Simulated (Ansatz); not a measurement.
Band structure of La2Zn5Pb (Cmcm, 16 atoms in the cell).

```xyz
16
Lattice="2.2775 -8.4186 0.0000 2.2775 8.4186 0.0000 0.0000 0.0000 9.1721" Properties=species:S:1:pos:R:3 pbc="T T T"
La     2.2775     4.9518     2.2930
La     2.2775    -4.9518     6.8791
La     0.0000     0.0000     0.0000
La     0.0000     0.0000     4.5861
Pb     2.2775    -0.9405     2.2930
Pb     2.2775     0.9405     6.8791
Zn     2.2775    -5.2975     0.9951
Zn     2.2775     5.2975     5.5811
Zn     2.2775     5.2975     8.1770
Zn     2.2775    -5.2975     3.5910
Zn     2.2775    -2.6443     0.1273
Zn     2.2775     2.6443     4.7134
Zn     2.2775     2.6443     9.0448
Zn     2.2775    -2.6443     4.4587
Zn     2.2775     1.7529     2.2930
Zn     2.2775    -1.7529     6.8791
```

Level of theory: PBEsol, default PAW files made with PBE (plane waves; Ansatz, a program for electronic structure).

Settings: basis.ecutwfc = 420 eV; kpoints.mp_grid.grid = 6 6 3; hamiltonian.xc = pbesol; hamiltonian.pseudopotentials = {kind: paw} (the program's default PAW files); scf.occupations.method = cold; scf.occupations.width = 0.1 eV; kpoints.band_path.npoints = 16.

The starting cell comes from a database of published, mostly measured structures (it also holds non-ambient and calculated ones), without a prior relaxation at this level. Spin-orbit coupling is off.

Levels in eV from the Fermi level, bands 93 to 100:
```json
[
 {"point": "Γ", "93": "-0.64", "94": "-0.27", "95": "-0.22", "96": "-0.04", "97": "0.05", "98": "0.80", "99": "0.93", "100": "1.04"},
 {"point": "X", "93": "-0.88", "94": "-0.74", "95": "-0.36", "96": "-0.21", "97": "-0.12", "98": "-0.05", "99": "1.16", "100": "1.31"},
 {"point": "S", "93": "-0.74", "94": "-0.67", "95": "-0.56", "96": "-0.38", "97": "0.01", "98": "0.12", "99": "0.59", "100": "1.23"},
 {"point": "R", "93": "-0.53", "94": "-0.53", "95": "-0.42", "96": "-0.42", "97": "-0.09", "98": "-0.09", "99": "0.88", "100": "0.88"},
 {"point": "A", "93": "-0.54", "94": "-0.54", "95": "-0.39", "96": "-0.39", "97": "0.04", "98": "0.04", "99": "0.75", "100": "0.75"},
 {"point": "Z", "93": "-0.61", "94": "-0.61", "95": "0.64", "96": "0.64", "97": "0.75", "98": "0.75", "99": "1.03", "100": "1.03"},
 {"point": "Y", "93": "-0.43", "94": "-0.19", "95": "-0.09", "96": "-0.07", "97": "0.15", "98": "0.20", "99": "0.69", "100": "0.94"},
 {"point": "X1", "93": "-0.88", "94": "-0.74", "95": "-0.36", "96": "-0.21", "97": "-0.12", "98": "-0.05", "99": "1.16", "100": "1.31"},
 {"point": "A1", "93": "-0.54", "94": "-0.54", "95": "-0.39", "96": "-0.39", "97": "0.04", "98": "0.04", "99": "0.75", "100": "0.75"},
 {"point": "T", "93": "-0.26", "94": "-0.26", "95": "-0.06", "96": "-0.06", "97": "0.68", "98": "0.68", "99": "1.15", "100": "1.15"}
]
```

Bands cross the Fermi level along this path, so the cell is metallic at this level.

Keys are those of Ansatz 0.2.
